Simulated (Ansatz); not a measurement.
# Cs2AgBiBr6: isotropic strain +1.50 %

The parent structure is Cs2AgBiBr6 (space group Fm-3m, No. 225; a = 11.479 Å).

Perturbation: the cell is scaled by 1.0150 in all directions; the atoms relax in the strained cell.

All numbers come from Kohn–Sham DFT with the PBE functional, run in Ansatz (a program for electronic structure) with PAW and 420 eV plane waves, no spin-orbit coupling. Γ-centred 5×5×5 mesh, Fermi–Dirac width 0.05 eV.

| quantity | base | changed | shift |
|---|---|---|---|
| volume per atom | 37.81 Å³ | 39.54 Å³ | +1.73 Å³ |
| shortest interatomic distance | 2.854 Å | 2.909 Å | +0.055 Å |
| energy relative to the base (free energy F) | 0 meV/atom | +4.7 meV/atom | +4.7 meV/atom |
| pressure | -0.01 GPa | -0.81 GPa | -0.80 GPa |
| band gap | 1.33 eV | 1.40 eV | +0.07 eV |
| gap character | indirect, X → L | indirect, X → L | – |
| smallest direct gap | 2.30 eV | 2.30 eV | 0.00 eV |
| mean gap deformation potential ΔEg/Δln V | – | +1.7 eV | – |
| width of the top valence band | 1.05 eV | 0.93 eV | -0.12 eV |
| electron mass | 0.35 mₑ along k, 0.26 mₑ across (at L) | 0.34 mₑ along k, 0.26 mₑ across (at L) | – |
| hole mass | 0.21 mₑ along k, 0.82 mₑ across (at X) | 0.23 mₑ along k, 0.90 mₑ across (at X) | – |
| largest internal atomic displacement | – | 0.019 Å | – |

Final structure:

```
CELL_PARAMETERS angstrom
      0.00000     5.82564     5.82564
      5.82564     0.00000     5.82564
      5.82564     5.82564     0.00000
ATOMIC_POSITIONS crystal
  Bi 0.00000 0.00000 0.00000
  Ag 0.50000 0.50000 0.50000
  Cs 0.25000 0.25000 0.25000
  Cs 0.75000 0.75000 0.75000
  Br 0.24970 0.75030 0.24970
  Br 0.24970 0.75030 0.75030
  Br 0.75030 0.24970 0.75030
  Br 0.75030 0.24970 0.24970
  Br 0.24970 0.24970 0.75030
  Br 0.75030 0.75030 0.24970
```

Cost of the whole job for the changed cell (relaxation, final SCF and bands): very roughly 70 core-seconds.

With Bi present, leaving out spin-orbit coupling can change the band edges. Effective masses come from finite differences of ±0.01 Å⁻¹. Along k means along the line from Γ to the band edge. Whether these cells are dynamically stable was not tested.
